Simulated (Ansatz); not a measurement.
# BP: energy against strain

BP (zinc blende, F-43m, 11.671 Å³/atom at rest) under an equal strain ε in the (001) plane with the normal axis free, as in a coherent film. r2SCAN in Ansatz, a plane-wave DFT program (PAW, default set), 500 eV, 12×12×12 Γ-centred mesh, Fermi-Dirac smearing 0.05 eV; ions are relaxed within the symmetry of each cell.

Here s stands for strain and y for E less E0.

| strain (%) | E less E0 (meV/atom) |
|---|---|
| -1.50 | 6.83 |
| -1.00 | 3.01 |
| -0.50 | 0.74 |
| 0.00 | 0.00 |
| 0.50 | 0.73 |
| 1.00 | 2.90 |
| 1.50 | 6.45 |
| 3.00 | ? |

Fit y of the 7 rows that show it with a parabola. Least squares gives y = 0.000 - 0.0979·s + 2.9519·s². Residuals (row less fit): 0.041, -0.040, -0.047, 0.000, 0.041, 0.046, -0.045; standard error 0.053 (degrees of freedom: 4). Twice the quadratic coefficient over the volume, 2 × 2.9519 meV × 10⁴ × 0.1602 / 11.671 Å³, is twice the biaxial elastic modulus of this plane = 810 ± 6 GPa.

Estimate the missing y (s = 3.00); what did the run itself give?

y = 0.000 - 0.0979 × 3.0 + 2.9519 × 3.0² = 26.273 meV/atom. The calculation gives 25.02 meV/atom, 1.253 meV/atom below the prediction (5.0 % of the range of y in the table). The row lies outside the fitted rows, so this is an extrapolation. From the scatter of the fitted rows alone, a prediction at this place has a standard error of 0.203 meV/atom, so the miss is 6.2 times that.

One order more, fitted to all 13 runs of the series, follows each within 0.01, so the miss is the next term of a smooth law. Rows are the converged runs of the series near zero and its far end; series whose fitted rows scatter by over a few per cent of the range, as at a crossing or softening among them, aren't shown in this form. Most that stay on the fit to the last digits aren't either.
